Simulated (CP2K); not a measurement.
A self-consistent single point of Ga2O3 (R-3c, 10 atoms in the cell) with CP2K.

Computed with PBE, GPW, DZVP-MOLOPT-SR-GTH basis, GTH-PBE potentials (GTH_POTENTIALS) (CP2K).

```
Ga2O3
1.0
    5.21706     0.00000     0.00000
    2.92537     4.31971     0.00000
    2.92537     1.55196     4.03129
Ga O
4 6
Direct
  0.85559   0.85559   0.85559
  0.14441   0.14441   0.14441
  0.64441   0.64441   0.64441
  0.35559   0.35559   0.35559
  0.75000   0.44684   0.05316
  0.25000   0.55316   0.94684
  0.05316   0.75000   0.44684
  0.94684   0.25000   0.55316
  0.44684   0.05316   0.75000
  0.55316   0.94684   0.25000
```

Reference input (self-consistent single point, DFT PBE, GPW, DZVP-MOLOPT-SR-GTH basis, GTH-PBE potentials (GTH_POTENTIALS)): CUTOFF = 600 Ry; REL_CUTOFF = 60 Ry; KPOINTS/SCHEME = MONKHORST-PACK 4 4 4; GAMMA_CENTERED = T; XC_FUNCTIONAL = PBE; Ga/BASIS_SET = DZVP-MOLOPT-SR-GTH-q13; Ga/POTENTIAL = GTH-PBE-q13; O/BASIS_SET = DZVP-MOLOPT-SR-GTH-q6; O/POTENTIAL = GTH-PBE-q6; METHOD = GPW; EPS_DEFAULT = 1e-10; NGRIDS = 5. This run's input differs from it in these lines:

```diff
@@ -16,3 +16,3 @@
     &MGRID
-      CUTOFF 600
+      CUTOFF 300
       REL_CUTOFF 60
```

Output, abridged:

```
 SCF WAVEFUNCTION OPTIMIZATION

  Step     Update method      Time    Convergence         Total energy    Change
     1 NoMix/Diag. 0.30E+00      -     1.85874310      -395.7400899417 -3.96E+02
     2 Broy./Diag. 0.30E+00      -     0.12253013      -384.9149224096  1.08E+01
     3 Broy./Diag. 0.30E+00      -     0.15185207      -391.3911240075 -6.48E+00
     4 Broy./Diag. 0.30E+00      -     0.01953111      -395.1363298443 -3.75E+00
     5 Broy./Diag. 0.30E+00      -     0.01764837      -394.6583950425  4.78E-01
     6 Broy./Diag. 0.30E+00      -     0.00114044      -394.7863697015 -1.28E-01
   [... 8 lines left out ...]
    15 Broy./Diag. 0.30E+00      -     0.00000099      -394.7641318728  2.28E-06
    16 Broy./Diag. 0.30E+00      -     0.00000047      -394.7641367521 -4.88E-06
    17 Broy./Diag. 0.30E+00      -     0.00000010      -394.7641396944 -2.94E-06
    18 Broy./Diag. 0.30E+00      -     0.00000003      -394.7641407156 -1.02E-06
  *** SCF run converged in    18 steps ***

  Overlap energy of the core charge distribution:               0.00000001956883
  Self energy of the core charge distribution:               -638.33291439060883
  Core Hamiltonian energy:                                    190.37990234578294
  Hartree energy:                                             115.93970148945105
  Exchange-correlation energy:                                -62.75083017982239

  Total energy:                                              -394.76414071562840

                     Mulliken Population Analysis

 #  Atom  Element  Kind  Atomic population                           Net charge
       1     Ga       1         12.155175                              0.844825
       2     Ga       1         12.155174                              0.844826
   [... lines left out ...]

 STRESS| Analytical stress tensor [bar]
 STRESS|                        x                   y                   z
 STRESS|      x        3.35949524807E+05   7.82026765774E+03   5.36901977259E+03
 STRESS|      y        7.82026765774E+03   3.25357034276E+05   2.84822611566E+03
 STRESS|      z        5.36901977259E+03   2.84822611566E+03   3.23164022043E+05
 STRESS| 1/3 Trace                                             3.28156860375E+05
```

The run converged in 18 iterations. Against the reference run the free energy drops by 40.2 meV/atom, the pressure goes from 29.44 to 32.82 GPa, the largest force goes from 0.043 to 0.442 eV/Å and the gap on the mesh moves little (3.483 to 3.485 eV).

The starting cell comes from a database of computed structures (which also holds hypothetical and non-ambient phases and stackings), without a prior relaxation at this level. Its lattice was rescaled by a random factor within 2.5 % of one. Values carry the incompleteness of an atom-centred basis.

Cost on one core of a shared machine: roughly 6 min.
